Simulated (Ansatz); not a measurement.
**GaAs: response to strain**

The reference is GaAs in the zinc blende structure (space group F-43m, No. 216; a = 5.6590 Å). Axes: x, y, z lie along the cube axes.

Strains are applied to the cell and any free atomic positions relax; under biaxial strain the out-of-plane vector relaxes too.

Calculations: PBEsol (Ansatz, an electronic-structure program; PAW; 420 eV plane waves; no spin-orbit coupling).

Candidates:
(a) biaxial strain +0.42 %, plane normal [111], relaxed out of plane
(b) biaxial strain −0.83 %, plane normal [111], relaxed out of plane
(c) biaxial strain +2.08 %, plane normal [111], relaxed out of plane
(d) biaxial strain −1.67 %, plane normal [111], relaxed out of plane

Base values:

```
Item       Result
--------  -------
Band gap  0.42 eV
```

Q: Order them by band gap, lowest first.

A: (c) biaxial strain +2.08 %, plane normal [111], relaxed out of plane (0.13 eV), (a) biaxial strain +0.42 %, plane normal [111], relaxed out of plane (0.34 eV), (b) biaxial strain −0.83 %, plane normal [111], relaxed out of plane (0.48 eV), (d) biaxial strain −1.67 %, plane normal [111], relaxed out of plane (0.52 eV)

Whether these cells are dynamically stable was not tested. The zero or small gap of GaAs under biaxial strain +2.08 %, plane normal [111], relaxed out of plane can change with the level of theory.
